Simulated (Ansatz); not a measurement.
Consider this model of amorphous Si$_{48}$N$_{60}$.

```yaml
crystal:
  lattice:
    - [10.23712, 0.11438, 0.12297]
    - [0.11438, 10.76351, -0.05539]
    - [0.12297, -0.05539, 11.27482]
  atoms:
    - { symbol: Si, position: [0.16982, 0.42235, 0.57167] }
    - { symbol: Si, position: [0.38750, 0.85157, 0.52574] }
    - { symbol: Si, position: [0.73450, 0.12152, 0.22773] }
    - { symbol: Si, position: [0.88327, 0.73783, 0.45870] }
    - { symbol: Si, position: [0.00613, 0.75848, 0.23145] }
    - { symbol: Si, position: [0.89269, 0.50120, 0.29199] }
    - { symbol: Si, position: [0.95370, 0.11983, 0.60863] }
    - { symbol: Si, position: [0.16643, 0.13702, 0.98124] }
    - { symbol: Si, position: [0.51441, 0.61739, 0.32488] }
    - { symbol: Si, position: [0.51505, 0.61139, 0.79086] }
    - { symbol: Si, position: [0.07059, 0.58983, 0.01032] }
    - { symbol: Si, position: [0.70963, 0.00549, 0.70724] }
    - { symbol: Si, position: [0.53816, 0.07809, 0.46030] }
    - { symbol: Si, position: [0.79058, 0.50682, 0.86108] }
    - { symbol: Si, position: [0.75624, 0.71931, 0.69487] }
    - { symbol: Si, position: [0.24633, 0.69239, 0.21169] }
    - { symbol: Si, position: [0.94194, 0.73906, 0.88605] }
    - { symbol: Si, position: [0.70047, 0.52362, 0.51269] }
    - { symbol: Si, position: [0.88753, 0.01073, 0.42448] }
    - { symbol: Si, position: [0.38164, 0.18920, 0.12532] }
    - { symbol: Si, position: [0.76298, 0.37331, 0.08120] }
    - { symbol: Si, position: [0.94148, 0.27722, 0.85342] }
    - { symbol: Si, position: [0.34691, 0.93371, 0.07878] }
    - { symbol: Si, position: [0.89116, 0.92127, 0.09321] }
    - { symbol: Si, position: [0.39615, 0.29366, 0.40706] }
    - { symbol: Si, position: [0.11625, 0.86795, 0.91256] }
    - { symbol: Si, position: [0.19741, 0.18421, 0.73222] }
    - { symbol: Si, position: [0.99752, 0.86465, 0.67564] }
    - { symbol: Si, position: [0.60295, 0.27194, 0.60746] }
    - { symbol: Si, position: [0.52136, 0.77756, 0.12519] }
    - { symbol: Si, position: [0.28581, 0.39358, 0.96552] }
    - { symbol: Si, position: [0.65491, 0.36591, 0.32362] }
    - { symbol: Si, position: [0.62155, 0.03714, 0.00183] }
    - { symbol: Si, position: [0.63424, 0.88633, 0.35584] }
    - { symbol: Si, position: [0.30396, 0.94314, 0.78005] }
    - { symbol: Si, position: [0.41527, 0.45083, 0.20044] }
    - { symbol: Si, position: [0.36865, 0.39236, 0.75881] }
    - { symbol: Si, position: [0.02808, 0.32218, 0.10725] }
    - { symbol: Si, position: [0.48850, 0.15907, 0.84494] }
    - { symbol: Si, position: [0.49904, 0.82581, 0.77945] }
    - { symbol: Si, position: [0.86398, 0.34599, 0.64659] }
    - { symbol: Si, position: [0.21695, 0.08176, 0.47725] }
    - { symbol: Si, position: [0.77898, 0.64733, 0.09109] }
    - { symbol: Si, position: [0.39006, 0.56159, 0.53810] }
    - { symbol: Si, position: [0.54093, 0.53353, 0.97829] }
    - { symbol: Si, position: [0.97987, 0.24096, 0.36873] }
    - { symbol: Si, position: [0.12832, 0.06120, 0.21752] }
    - { symbol: Si, position: [0.17300, 0.78939, 0.45881] }
    - { symbol: N, position: [0.28452, 0.24298, 0.01259] }
    - { symbol: N, position: [0.39548, 0.87497, 0.67121] }
    - { symbol: N, position: [0.86166, 0.13066, 0.32528] }
    - { symbol: N, position: [0.56673, 0.47980, 0.25450] }
    - { symbol: N, position: [0.99320, 0.36333, 0.26141] }
    - { symbol: N, position: [0.63230, 0.06285, 0.84291] }
    - { symbol: N, position: [0.54413, 0.58171, 0.47430] }
    - { symbol: N, position: [0.10985, 0.70324, 0.90887] }
    - { symbol: N, position: [0.52633, 0.91297, 0.47069] }
    - { symbol: N, position: [0.79918, 0.87411, 0.40629] }
    - { symbol: N, position: [0.15285, 0.77022, 0.31473] }
    - { symbol: N, position: [0.23263, 0.33275, 0.68951] }
    - { symbol: N, position: [0.70117, 0.27730, 0.19665] }
    - { symbol: N, position: [0.30421, 0.05229, 0.17906] }
    - { symbol: N, position: [0.50894, 0.16109, 0.01243] }
    - { symbol: N, position: [0.37275, 0.14683, 0.46490] }
    - { symbol: N, position: [0.12812, 0.11313, 0.61113] }
    - { symbol: N, position: [0.34878, 0.77988, 0.12118] }
    - { symbol: N, position: [0.81971, 0.50810, 0.15585] }
    - { symbol: N, position: [0.63866, 0.11100, 0.59194] }
    - { symbol: N, position: [0.52011, 0.92059, 0.05566] }
    - { symbol: N, position: [0.12365, 0.43599, 0.01622] }
    - { symbol: N, position: [0.61725, 0.04531, 0.31527] }
    - { symbol: N, position: [0.94917, 0.88846, 0.94984] }
    - { symbol: N, position: [0.35695, 0.58733, 0.26776] }
    - { symbol: N, position: [0.13546, 0.90228, 0.76343] }
    - { symbol: N, position: [0.87942, 0.98346, 0.67183] }
    - { symbol: N, position: [0.02057, 0.93249, 0.19405] }
    - { symbol: N, position: [0.50399, 0.28677, 0.74423] }
    - { symbol: N, position: [0.25040, 0.92756, 0.47630] }
    - { symbol: N, position: [0.65903, 0.85116, 0.71868] }
    - { symbol: N, position: [0.56487, 0.28750, 0.44097] }
    - { symbol: N, position: [0.70782, 0.39818, 0.61283] }
    - { symbol: N, position: [0.11924, 0.13560, 0.35916] }
    - { symbol: N, position: [0.69020, 0.60221, 0.77837] }
    - { symbol: N, position: [0.78361, 0.65522, 0.55362] }
    - { symbol: N, position: [0.77507, 0.45076, 0.39099] }
    - { symbol: N, position: [0.91117, 0.74538, 0.74245] }
    - { symbol: N, position: [0.94819, 0.27375, 0.52086] }
    - { symbol: N, position: [0.40740, 0.46502, 0.04820] }
    - { symbol: N, position: [0.87500, 0.21004, 0.72532] }
    - { symbol: N, position: [0.57373, 0.76057, 0.27372] }
    - { symbol: N, position: [0.85002, 0.77585, 0.14874] }
    - { symbol: N, position: [0.31484, 0.70408, 0.50539] }
    - { symbol: N, position: [0.33505, 0.10329, 0.78878] }
    - { symbol: N, position: [0.22183, 0.97252, 0.97558] }
    - { symbol: N, position: [0.31854, 0.42236, 0.47996] }
    - { symbol: N, position: [0.38011, 0.29985, 0.24620] }
    - { symbol: N, position: [0.93112, 0.64960, 0.33827] }
    - { symbol: N, position: [0.08918, 0.19183, 0.85726] }
    - { symbol: N, position: [0.88100, 0.61126, 0.95900] }
    - { symbol: N, position: [0.02103, 0.79988, 0.53145] }
    - { symbol: N, position: [0.91003, 0.42447, 0.78219] }
    - { symbol: N, position: [0.89688, 0.30743, 0.00599] }
    - { symbol: N, position: [0.10127, 0.65130, 0.14369] }
    - { symbol: N, position: [0.41440, 0.53070, 0.69057] }
    - { symbol: N, position: [0.67978, 0.43534, 0.96110] }
    - { symbol: N, position: [0.76206, 0.03417, 0.09414] }
    - { symbol: N, position: [0.61231, 0.66093, 0.05334] }
    - { symbol: N, position: [0.07213, 0.16460, 0.11059] }
```

Methods: PBE, scalar-relativistic without spin-orbit coupling (Ansatz, a program for electronic structure); r2SCAN, scalar-relativistic without spin-orbit coupling (Ansatz). Neutral PBE cell, which sets geometry, pressure and energy: sampling: a 2×2×2 Γ-centred mesh; Fermi-Dirac width 0.02 eV; no spin polarisation. The usual formal charges leave 12 electrons over, so the level spacing at the Fermi energy parts defect or band states and needn't be the band gap.

Preparation: random packing, a CHGNet melt and quench, and a DFT relaxation. N atoms were pushed apart under 1.9 Å during the dynamics, to hinder bonds among them. The hot cell started wider than the set density and was brought back towards it in steps. It is the lowest in DFT energy of 2 quenches. It is a model cell: composition and starting density were chosen by hand, and all elements were melted together. No dispersion term was used. Its density started from a set value of 2.93 and ended at 2.93 g/cm³. Cooling (nominally 300 K/ps over its main leg) ran many orders faster than in experiment, which tends to leave more defects and strain. Values belong to this one cell and scatter from quench to quench. The volume was held where the preparation left it and the shape relaxed.

**Question.** Give the pressure, the energy against reference phases and the spacing of the highest filled and lowest empty levels.

**Answer.** 
```json
{
 "Pressure on a 2×2×2 Γ-centred mesh": "-1.12 GPa",
 "Largest force and stress component on that mesh (the relaxation ran on the zone centre alone)": "0.07 eV/Å and 1.1 GPa",
 "Energy relative to beta Si3N4 + silicon (lowest mix at this level among the phases computed, not always the ambient ones)": "0.304 eV/atom",
 "Level spacing at the Fermi energy on a 2×2×2 Γ-centred mesh (PBE)": "1.77 eV",
 "Level spacing at the Fermi energy at the zone centre (PBE)": "1.81 eV",
 "Level spacing at the Fermi energy at the zone centre (r2SCAN)": "2.05 eV",
 "Distance between the nearest levels spread over more than a fifth of the atoms or a third of the atoms of their main element (six at least) (PBE, zone centre)": "3.00 eV"
}
```

**Question.** At PBE and the zone centre, how localised are the states just below and above the Fermi level (participation number: the atoms over which a state spreads)?

**Answer.** The highest filled state is spread over 9.2 atoms' worth, largest on Si40, with weights by element (charge in smoothed Voronoi cells) Si 0.57, N 0.43. The lowest empty state is spread over 6.4 atoms' worth, largest on Si1, with weights by element (charge in smoothed Voronoi cells) Si 0.65, N 0.35.

At PBE the levels at both edges of the gap are localised (band-tail or defect states), and the nearest spread-out levels lie 3.0 eV apart at the zone centre.

Neighbours within Si-Si 2.60 Å, Si-N 2.12 Å, N-N 1.70 Å count as bonded. Two cations that share two anions don't count as bonded, nor two that share one unless they lie closer than Si-Si 2.38 Å.

A PBE run started with 1 μB on atoms that lack a bond or may hold spare charge lost its moments; other starts weren't tried.
